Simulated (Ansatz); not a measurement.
Where the default PAW files enter, the runs use the earlier of Ansatz's two default sets.

Consider the following.

```
CELL_PARAMETERS angstrom
      3.18693     0.00000     0.00000
     -1.59347     2.75996     0.00000
      1.59347    -0.91999     2.60212
ATOMIC_POSITIONS crystal
  Ga 0.00000 0.00000 0.00000
  N  0.75000 0.25000 0.75000
```

Space group of this cell: F-43m, zinc blende. The cell is taken as given; by r2SCAN its mean pressure is -1.1 GPa.

These are r2SCAN (plane waves, PAW; Ansatz, an electronic-structure program) values and carry that method's errors.

The current runs along the normal of the first two printed vectors; no spin-orbit coupling. Scaled by the factor s: all lengths (ions clamped). Meshes 12×12×12 and 12×12 across the current in all rows.

| s | mean pressure (GPa) | band gap (eV) |
|---|---|---|
| 0.98 | 12.1 | 2.54 |
| 1.00 | -1.1 | 2.13 |
| 1.02 | -11.1 | ? |

Question: Take the slope of the band gap against ln s from the two given rows, extrapolate to s = 1.02, and say what the run there gives.

Answer: Slope = (2.54 − 2.13) / ln 0.98 = -20.3 eV. The line gives 2.13 + (-20.3) × ln 1.02 = 1.73 eV. The run gives 1.73 eV, as the line does.
